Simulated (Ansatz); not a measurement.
## Response to strain in GaAs

Consider GaAs in the zinc blende structure (space group F-43m, No. 216; a = 5.6028 Å). Axes: x, y, z lie along the cube axes.

Strains are applied to the cell and any free atomic positions relax; under biaxial strain the out-of-plane vector relaxes too.

Level of theory: LDA (Ansatz, a first-principles code, PAW, no spin-orbit coupling).

Notes on the quantities. energy relative to the base: free energy F; in-plane stress: mean in-plane stress (compression positive).

```tsv
change	ratio −ε⊥/ε∥	band gap	energy relative to the base	in-plane stress
base	–	0.49 eV	0 meV/atom	–
biaxial strain −3.00 %, plane normal [001], relaxed out of plane	0.89	0.60 eV	+16 meV/atom	+4.1 GPa
biaxial strain −2.50 %, plane normal [001], relaxed out of plane	0.89	0.59 eV	+11 meV/atom	+3.3 GPa
biaxial strain −1.50 %, plane normal [001], relaxed out of plane	0.90	0.55 eV	+3.9 meV/atom	+1.9 GPa
biaxial strain −1.00 %, plane normal [001], relaxed out of plane	0.91	0.53 eV	+1.7 meV/atom	+1.3 GPa
biaxial strain −0.50 %, plane normal [001], relaxed out of plane	–	0.51 eV	+0.4 meV/atom	+0.6 GPa
biaxial strain +0.50 %, plane normal [001], relaxed out of plane	–	0.41 eV	+0.4 meV/atom	-0.6 GPa
biaxial strain +1.00 %, plane normal [001], relaxed out of plane	0.91	0.33 eV	+1.6 meV/atom	-1.2 GPa
biaxial strain +1.50 %, plane normal [001], relaxed out of plane	0.91	0.26 eV	+3.6 meV/atom	-1.7 GPa
biaxial strain +2.00 %, plane normal [001], relaxed out of plane	0.92	0.18 eV	+6.3 meV/atom	-2.3 GPa
```

Semilocal Kohn–Sham gaps tend to fall short of experiment. Stability against distortions was not tested. The zero or small gap of GaAs under biaxial strain +1.50 %, plane normal [001], relaxed out of plane and GaAs under biaxial strain +2.00 %, plane normal [001], relaxed out of plane can change with the level of theory.
